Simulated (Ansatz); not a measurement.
The (0001) surface of wurtzite CdSe, Cd-terminated, OH on every top atom (bottom of the slab: 2 H on 4 bottom sites)

Calculation: PBE (plane waves to 420 eV, PAW; Ansatz, a program for electronic structure).

Set-up: 42 atoms, 15.9 Å thick at the start with caps and adatoms; mesh 3x3x1; 0.025 eV smearing; dipole correction on; 8 atoms held, the rest relaxed; no symmetry held; no spin (no spin-polarised run to compare, though such a face may carry moments), no spin-orbit, no U. The slab shows no gap over 0.04 eV on its mesh. It is one candidate, not shown to be the stable structure of the face.

| Item | Value |
|---|---|
| work function of the top face | 6.90 eV |
| energy released by relaxation | 1.11 eV |
| cost | around 80 core-minutes (rough) |
